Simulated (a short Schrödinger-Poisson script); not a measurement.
Structure: MOS inversion layer, Si3N4 on p-type Si(100), at 400 K.

From the gate side: 4.2 nm Si3N4; 240 nm Si, acceptors 3.3e18 cm⁻³.

Constants are typed, rounded textbook-type inputs, not results; the design itself was drawn at random and stands for no fabricated device. Si3N4: permittivity 7.5, conduction-band edge (eV) 1.95, gap (eV) 5.1, electron mass (mₑ) 0.5. Si: permittivity 11.7, conduction-band edge (eV) 0, gap (eV) 1.124, Nv at 300 K (cm⁻³) 3.1e19.

Channel valleys (confinement mass, in-plane density-of-states mass, number): Δ2 0.916, 0.19, 2; Δ4 0.19, 0.417, 4. At the gate the conduction-band edge of layer 1 lies 2.42 eV − eVg above the Fermi level of the channel; the field vanishes at the back. Gaps are held at their typed values at every temperature. Mesh 0.03 nm at interfaces.

Solved with a short Schrödinger-Poisson script written for these runs: 1D Poisson equation in equilibrium, electrons quantum, Hartree (BenDaniel-Duke, 12 states a valley, the channel's in-plane mass for all, wave functions ending at the dielectric), parabolic valleys, classical holes, full ionisation, no traps, pinning or gate leakage.

```csv
Vg (V),electrons (cm⁻²),C (μF/cm²),Δ2 E0 (meV from the Fermi level),Δ4 E0 (meV from the Fermi level)
1,3.21e9,0.416,263.4,372.0
1.1,2.28e10,0.447,195.2,307.1
1.2,1.34e11,0.624,133.4,248.5
1.3,4.69e11,0.901,89.0,207.1
1.4,1.01e12,1.08,60.9,181.9
1.5,1.66e12,1.17,41.7,165.5
1.6,2.37e12,1.22,27.2,153.7
1.7,3.12e12,1.25,15.5,144.7
1.8,3.89e12,1.28,5.6,137.3
1.9,4.68e12,1.29,-3.2,131.1
2,5.48e12,1.31,-11.1,125.7
2.1,6.29e12,1.32,-18.4,120.9
2.2,7.10e12,1.33,-25.2,116.5
2.3,7.93e12,1.33,-31.6,112.6
2.4,8.75e12,1.34,-37.7,108.9
2.5,9.58e12,1.34,-43.5,105.4
2.6,1.04e13,1.35,-49.1,102.2
```

Gate voltages with under 1e9 electrons/cm² are left out.

At Vg = 2.6 V the lowest Δ2 subband lies at -49.1 meV from the Fermi level. How many electrons does it hold, and what share of all?

The two-dimensional density of states is g m/(πħ²) = 1.59e11 cm⁻² meV⁻¹ (both spins), kT = 34.5 meV, so n = D kT ln(1 + exp(−E/kT)) = 8.97e12 cm⁻², 0.86 of the 1.04e13 cm⁻² in all.

Compare the slope of the sheet density between 2.4 and 2.6 V with the geometric capacitance of the layers between gate and channel.

q Δn/ΔV = 1.32 μF/cm²; ε0/Σ(t/ε) = 1.58 μF/cm². The ratio is 0.84: the channel acts as a further capacitance in series.
